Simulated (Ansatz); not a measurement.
# A constructed model of the (0001) surface of hcp Zr, a layer of Ag in place of the second plane (bottom of the slab: a bare face, its two planes held)

Method: PBE (plane waves to 420 eV, PAW; Ansatz, a quantum-chemistry and plane-wave program).

Set-up: 6 atoms, 12.6 Å thick at the start; mesh 13x13x1; 0.1 eV smearing; dipole correction on; 2 atoms held, the rest relaxed; held to the start's symmetry, so lower structures may exist; no spin, no spin-orbit, no U. It is one candidate, not shown to be the stable structure of the face.

```yaml
work_function_of_the_top_face: 4.03 eV
energy_released_by_relaxation: 0.009 eV
cost: around 80 core-seconds (rough)
```
